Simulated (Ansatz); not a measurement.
The structure below was relaxed with PBEsol (Ansatz, a quantum-chemistry and plane-wave program; PAW; 420 eV plane waves; without spin-orbit coupling), at pressure 2.1 GPa.

```yaml
crystal:
  lattice:
    - [-2.73067, 4.34038, 2.73981]
    - [2.73067, -4.34038, 2.73981]
    - [2.73067, 4.34038, -2.73981]
  atoms:
    - { symbol: S, position: [0.87321, 0.77903, 0.65224] }
    - { symbol: S, position: [0.37321, 0.72097, 0.09418] }
    - { symbol: S, position: [0.62679, 0.27903, 0.90582] }
    - { symbol: S, position: [0.12679, 0.22097, 0.34776] }
    - { symbol: Si, position: [0.75000, 0.75000, 0.00000] }
    - { symbol: Si, position: [0.25000, 0.25000, 0.00000] }
```

Q: Find the space group and the Wyckoff positions.

A: Space group Ibam (No. 72); a = 5.4613 Å, b = 8.6808 Å, c = 5.4796 Å, α = 90.00°, β = 90.00°, γ = 90.00°

| atom | site | symmetry | x | y | z |
|---|---|---|---|---|---|
| S | 8j | ..m | 0.2210 | 0.1268 | 0.0000 |
| Si | 4a | 222 | 0.0000 | 0.0000 | 0.2500 |

Q: Describe the coordination.

A: The crystal has 12 atoms in its conventional cell. Conventional cell: a = 5.461 Å, b = 8.681 Å, c = 5.480 Å, α = 90.00°, β = 90.00°, γ = 90.00°. S has 2 Si at 2.132 Å (bent). Si has 4 S at 2.132 Å (tetrahedral). (Neighbours: up to the widest gap in distance over summed covalent radii, below 1.35, at either atom.)

Load acts through the strain it causes; cell and atoms are relaxed under it. No phonon test of stability was made. The cell was made from SiS2 (space group Ibam, No. 72; made of chains) by this change: pressure 2.1 GPa. No dispersion term is included in the PBEsol runs.
